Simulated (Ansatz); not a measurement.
# K: element substitutions

Take K in the fcc (Cu type) structure (space group Fm-3m, No. 225; a = 6.749 Å; a cell from a computed database, its experimental status unchecked) as the base.

Each row replaces one element on all its sites; cell and atoms are relaxed.

Level of theory: DFT with r2SCAN, PAW potentials and a 500 eV plane-wave cutoff in Ansatz (a program for electronic structure), no SOC.

Base values:

| Item | Result |
|---|---|
| Volume per atom | 76.86 Å³ |

Q: The aim is a volume per atom between 42.16 Å³ and 45.08 Å³. Which of these changes reaches it?
A. K → Ca
B. K → Na
C. K → Li

A: A, K → Ca. It gives 43.17 Å³; K → Na gives 37.78 Å³; K → Li gives 20.95 Å³. Changes not listed may reach it too

No phonon test of stability was made. As relaxed here, Na is a hypothetical phase, not in the database extracts checked. This is not the structure that K has at room temperature and ambient pressure. This is not the structure that Li has at room temperature and ambient pressure.
